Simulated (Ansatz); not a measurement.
Start from ZnInGaO$_{4}$ (space group R3m, No. 160).

```xyz
7
Lattice="1.6780 0.9688 8.7047 -1.6780 0.9688 8.7047 0.0000 -1.9376 8.7047" Properties=species:S:1:pos:R:3 pbc="T T T"
In     0.0000     0.0000    26.0335
Ga     0.0000     0.0000     5.5611
Zn     0.0000     0.0000    20.4001
O      0.0000     0.0000     3.5640
O      0.0000     0.0000    22.9534
O      0.0000     0.0000     7.5411
O      0.0000     0.0000    18.4029
```

Cartesian axes are those of the cell as printed.

Computed with PBE (Ansatz, a first-principles code), no SOC, earlier PAW set.

The change: an isotropic linear strain of +0.84 %, atoms relaxed at fixed cell.

Predict the stress tensor and what it implies for the stiffness.

Stress of the strained cell less that of the base (GPa, compression positive):
```
  -3.68    0.00    0.00
   0.00   -3.68    0.00
   0.00    0.00   -3.62
```

Then B = −ΔP/(ΔV/V₀) with ΔV/V₀ = 0.0254 gives secant stiffness values (nonlinear terms included at this strain): B (at held cell shape, above the free-shape value) ≈ 144 GPa.

No phonon test of stability was made.
